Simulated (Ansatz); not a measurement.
For fluorite AuAl₂, PBE-D3(BJ) (plane waves, PAW; Ansatz, a first-principles code) gives:

- lattice parameter a = 5.993 Å
- enthalpy of formation = -0.386 eV/atom

Question: What does HSE06 (PAW; Ansatz) give for the same quantities?

Answer: 
- lattice constant a: 6.014 Å (goes up by 0.4 %)
- formation enthalpy: -0.459 eV/atom (moves by -0.073 eV/atom)

Changes are worked out from the printed values.

Unless a cell is named, each level is at its own relaxed cell (PBE-D3(BJ) 17.94, HSE06 18.12 Å³/atom).

Levels without +SOC leave out spin–orbit coupling, which shifts energies and cells of such heavy elements.

Caveats: hybrids on metals are sensitive to the k mesh and can open a false gap (HSE06). Ansatz's density-functional and Hartree–Fock values are scalar-relativistic unless marked +SOC, with PAW data made under PBE.
